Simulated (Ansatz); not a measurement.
The starting structures come from a database of crystals and need not be the phases stable at ambient conditions.

Tunnelling through a barrier is set by its complex band structure: the current falls as exp(−2κd) with the smallest κ.

Here is the system:

```
Cs2SnAs2
1.0
    7.80643     0.00000     0.00000
   -3.90321     8.22851     0.00000
    0.00000     2.96522     6.32505
Cs Sn As
4 2 4
Direct
  0.01611   0.70612   0.14694
  0.98389   0.29388   0.85306
  0.30999   0.29388   0.35306
  0.69001   0.70612   0.64694
  0.50000   0.00000   0.25000
  0.50000   0.00000   0.75000
  0.77182   0.19478   0.40261
  0.22818   0.80522   0.59739
  0.57704   0.80522   0.09739
  0.42296   0.19478   0.90261
```

Space group of this cell: Ibam. The cell is taken as given.

Transport runs along the normal of the first two printed cell vectors.

The gap is the functional's own. No spin-orbit coupling. Mid-gap values are interpolated on the energy grid.

Give the band gap and the smallest decay constant κ at mid-gap that r2SCAN (Ansatz, an electronic-structure program) yields.

Gap 1.28 eV on a 6×6×6 mesh; κ = 0.145 1/Å, at the zone centre.
